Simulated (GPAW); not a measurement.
Worked example: self-consistent single point of Si3N4 (P6_3/m, 14 atoms in the cell) in GPAW.

Method: PBE, GPAW PAW datasets PBE (gpaw-data 1.0.1) (plane waves; GPAW).

```
CELL_PARAMETERS angstrom
      7.76880     0.00000     0.00000
     -3.88440     6.72798     0.00000
      0.00000     0.00000     2.96795
ATOMIC_POSITIONS crystal
  Si 0.23108 0.82495 0.75000
  Si 0.76892 0.17505 0.25000
  Si 0.40613 0.23108 0.25000
  Si 0.59387 0.76892 0.75000
  Si 0.17505 0.40613 0.75000
  Si 0.82495 0.59387 0.25000
  N  0.33333 0.66667 0.75000
  N  0.66667 0.33333 0.25000
  N  0.96919 0.66985 0.75000
  N  0.03081 0.33015 0.25000
  N  0.29934 0.96919 0.25000
  N  0.70066 0.03081 0.75000
  N  0.33015 0.29934 0.75000
  N  0.66985 0.70066 0.25000
```

Reference input (self-consistent single point, DFT PBE, plane waves, GPAW PAW datasets PBE (gpaw-data 1.0.1)): mode = pw; ecut = 950 eV; xc = PBE; kpts = 3 3 6; mesh shift (steps) = 0 0 0; occupations.name = fixed-uniform; nbands = -6; convergence.forces = 0.001 eV/Å; convergence.bands = -4; symmetry.symmorphic = false; symmetry.tolerance = 0.0005; maxiter = 100. This run's input differs from it in these lines:

```diff
@@ -29,3 +29,3 @@
             nbands=-6,
-            convergence={'forces': 0.001, 'bands': -4},
+            convergence={'forces': 0.001, 'bands': 'CBM+1.0'},
             symmetry={'symmorphic': False, 'tolerance': 0.0005},
```

Log, with long lists cut:

```
     iter     time        total  log10-change:
                         energy   eigst   dens  force
iter:   1 --:--:--  -127.806579
iter:   2 --:--:--  -124.406743   -1.12  -0.59
iter:   3 --:--:--  -113.760145   -0.24  -0.64
iter:   4 --:--:--  -113.818942          -1.07
iter:   5 --:--:--  -115.002894          -1.15
iter:   6 --:--:--  -113.997465          -1.25
iter:   7 --:--:--  -114.017357          -2.15
iter:   8 --:--:--  -114.048241          -2.12
iter:   9 --:--:--  -114.014580          -1.92
iter:  10 --:--:--  -114.010404          -2.14
iter:  11 --:--:--  -114.011917c         -2.22
iter:  12 --:--:--  -114.008741c         -2.19
   [... lines left out ...]
iter:  21 --:--:--  -114.000181c         -3.98
iter:  22 --:--:--  -114.000194c         -4.03c
iter:  23 --:--:--  -114.000183c         -3.72
iter:  24 --:--:--  -114.000183c         -4.29c
iter:  25 --:--:--  -114.000184c         -4.49c
iter:  26 --:--:--  -114.000183c         -4.22c
iter:  27 --:--:--  -114.000183c         -4.71c
iter:  28 --:--:--  -114.000183c         -4.89c
   [... 68 lines left out ...]
iter:  97 --:--:--  -114.000183c         -12.47c
iter:  98 --:--:--  -114.000183c         -12.67c
iter:  99 --:--:--  -114.000183c         -12.71c
iter: 100 --:--:--  -114.000183c         -12.70c
Not enough bands for CBM+1.0
Traceback (most recent call last):
   [... frames left out ...]
gpaw.KohnShamConvergenceError: Not enough bands for CBM+1.0
```

The run ended unconverged after 100 iterations. 

The starting cell comes from a database of computed structures (which also holds hypothetical and non-ambient phases and stackings), without a prior relaxation at this level. Its lattice was rescaled by a random factor within 2.5 % of one.

Cost on one core of a shared machine: roughly 7 min.
